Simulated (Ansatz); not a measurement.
Base system: CaO in the rock salt structure (space group Fm-3m, No. 225).

```
CELL_PARAMETERS angstrom
      0.00000     2.39740     2.39740
      2.39740     0.00000     2.39740
      2.39740     2.39740     0.00000
ATOMIC_POSITIONS crystal
  O  0.00000 0.00000 0.00000
  Ca 0.50000 0.50000 0.50000
```

Cartesian axes are those of the cell as printed.

Computed with r2SCAN, PAW, 500 eV (Ansatz, a quantum-chemistry and plane-wave program; scalar-relativistic without spin-orbit coupling).

Base values:

| Item | Value |
|---|---|
| Pressure | 0.00 GPa |

Modification: tensile biaxial strain of 1.19 % in the plane normal to [110], as in epitaxy on a mismatched substrate; the out-of-plane cell vector and the atoms relax.

Estimate the effect on the out-of-plane strain.

The out-of-plane strain amounts to -0.64 %.

Estimate the effect on the energy relative to the base.

The energy goes up by 3.0 meV/atom.

What happens to the pressure?

The pressure (mean of the normal stresses, compression positive) goes from zero to -1.93 GPa.

A biaxial case was relaxed in a doubled cell and then solved in the primitive one. Whether these cells are dynamically stable was not tested.
